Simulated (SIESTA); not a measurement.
SIESTA run on LaCoSi3 (I4mm, 5 atoms in the cell): self-consistent single point.

Computed with GGA PBEsol, numerical atomic orbitals DZP, PseudoDojo PBEsol standard norm-conserving potentials (rewritten from UPF to PSML) (SIESTA).

The change in words: lattice scaled by 0.98. Reference geometry:
```yaml
crystal:
  lattice:
    - [-2.05600, 2.05600, 4.75963]
    - [2.05600, -2.05600, 4.75963]
    - [2.05600, 2.05600, -4.75963]
  atoms:
    - { symbol: La, position: [0.00496, 0.00496, 0.00000] }
    - { symbol: Co, position: [0.66193, 0.66193, 0.00000] }
    - { symbol: Si, position: [0.42530, 0.42530, 0.00000] }
    - { symbol: Si, position: [0.26141, 0.76141, 0.50000] }
    - { symbol: Si, position: [0.76141, 0.26141, 0.50000] }
```

Reference input (self-consistent single point, DFT, GGA PBEsol, numerical atomic orbitals DZP, PseudoDojo PBEsol standard norm-conserving potentials (rewritten from UPF to PSML)): XC.functional = GGA; XC.authors = PBEsol; potentials = PseudoDojo PBEsol standard; PAO.BasisSize = DZP; PAO.EnergyShift = 0.01 Ry; MeshCutoff = 350 Ry; kgrid.MonkhorstPack = 8 8 8; OccupationFunction = FD; ElectronicTemperature = 0.1 eV; MaxSCFIterations = 150; SCF.Mixer.Method = Pulay; SCF.Mixer.Weight = 0.2. This run's input differs from it in these lines:

```diff
@@ -13,5 +13,5 @@
 %block LatticeVectors
-    -2.055999000    2.055999000    4.759628000
-     2.055999000   -2.055999000    4.759628000
-     2.055999000    2.055999000   -4.759628000
+    -2.014879000    2.014879000    4.664435000
+     2.014879000   -2.014879000    4.664435000
+     2.014879000    2.014879000   -4.664435000
 %endblock LatticeVectors
@@ -19,7 +19,7 @@
 %block AtomicCoordinatesAndAtomicSpecies
-     0.000000000   -0.000000000    0.047215510  1
-     0.000000000   -0.000000000    6.301081124  2
-    -0.000000000    0.000000000    4.048539577  3
-     2.055999000    0.000000000    2.488428711  3
-    -0.000000000    2.055999000    2.488428711  3
+    -0.000000000    0.000000000    0.046271195  1
+    -0.000000000    0.000000000    6.175058919  2
+     0.000000000   -0.000000000    3.967568411  3
+     2.014879000    0.000000000    2.438659907  3
+     0.000000000    2.014879000    2.438659907  3
 %endblock AtomicCoordinatesAndAtomicSpecies
```

Output, abridged:

```
        iscf     Eharris(eV)        E_KS(eV)     FreeEng(eV)     dDmax    Ef(eV) dHmax(eV)
   scf:    1    -5309.804415    -5420.225648    -5420.312163  1.679848 -4.306897 43.949982
   scf:    2    -5310.790439    -5429.333830    -5429.379319  0.692539 -5.740557 38.631730
   scf:    3    -5472.263735    -5457.463596    -5457.513210  0.178176 -5.411793 10.709511
   scf:    4    -5365.627518    -5433.357955    -5433.449936  0.577247 -4.573204 35.130369
   scf:    5    -5422.737149    -5454.657942    -5454.708801  0.496349 -5.539816 16.355861
   [... 4 lines left out ...]
   scf:   10    -5460.469046    -5460.471163    -5460.532161  0.004462 -5.291352  0.132135
   scf:   11    -5460.469063    -5460.470905    -5460.532110  0.002915 -5.286980  0.144127
   scf:   12    -5460.471621    -5460.471469    -5460.532571  0.001334 -5.289440  0.001635
   scf:   13    -5460.471472    -5460.471470    -5460.532571  0.000023 -5.289507  0.000590
SCF Convergence by DM+H criterion
max |DM_out - DM_in|         :     0.0000225513
max |H_out - H_in|      (eV) :     0.0005904961
SCF cycle converged after 13 iterations

Using DM_out to compute the final energy and forces

siesta: E_KS(eV) =            -5460.4715

siesta: E_KS - E_eggbox =     -5460.4715

siesta: Atomic forces (eV/Ang):
     1   -0.000951   -0.000951    0.333986
     2   -0.000929   -0.000929   -0.158259
     3    0.000442    0.000442    0.044984
     4   -0.000569    0.002610   -0.110161
     5    0.002610   -0.000569   -0.110161
   Tot    0.000603    0.000603    0.000389
   Max    0.333986
   Res    0.104213    sqrt( Sum f_i^2 / 3N )
   Max    0.333986    constrained

Stress tensor Voigt[x,y,z,yz,xz,xy] (kbar):     -134.08     -134.08     -143.10        0.36        0.36       -0.12
   [... lines left out ...]
siesta: FreeEng =     -5460.532571
   [... lines left out ...]
siesta:    -0.083686   -0.000078    0.000225
siesta:    -0.000078   -0.083686    0.000225
siesta:     0.000225    0.000225   -0.089318

siesta: Cell volume =         75.745525 Ang**3

siesta: Pressure (static):
siesta:                Solid            Molecule  Units
siesta:           0.00093191          0.00099539  Ry/Bohr**3
siesta:           0.08556366          0.09139269  eV/Ang**3
siesta:         137.08810018        146.42723192  kBar
```

The run converged in 13 iterations. Against the reference run the free energy goes up by 48.7 meV/atom, the pressure goes from 3.89 to 13.71 GPa and the largest force goes from 0.175 to 0.334 eV/Å.

The starting cell comes from a database of computed structures (which also holds hypothetical and non-ambient phases and stackings), without a prior relaxation at this level. Its lattice was rescaled by a random factor within 2.5 % of one. For this run, on top of that: lattice scaled by 0.98. Spin polarisation is off. Values carry the incompleteness of an atom-centred basis. With a pressure of about 14 GPa the cell is away from its equilibrium volume at this level.

Cost on one core of a shared machine: roughly 3 min.
